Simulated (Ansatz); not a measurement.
Start from SbP in the rock salt structure (space group Fm-3m, No. 225; a = 5.6341 Å; a hypothetical phase, not in the database extracts checked; relaxed with 0.1 eV smearing).

Computed with PBE (Ansatz, a first-principles code; PAW; 420 eV plane waves; no spin-orbit coupling).

Strains are applied to the cell and any free atomic positions relax.

One change was made to it. Results:

The pressure goes from zero to -4.9 GPa; the energy rises by 30 meV/atom.

Which of these changes matches the shifts?
A) isotropic strain +2.63 %
B) isotropic strain +0.22 %
C) isotropic strain +3.66 %

A, isotropic strain +2.63 %. For comparison, the energy relative to the base in the other runs: isotropic strain +0.22 % gives +0.2 meV/atom; isotropic strain +3.66 % gives +56 meV/atom.

Whether these cells are dynamically stable was not tested. The final runs are not spin-polarised.
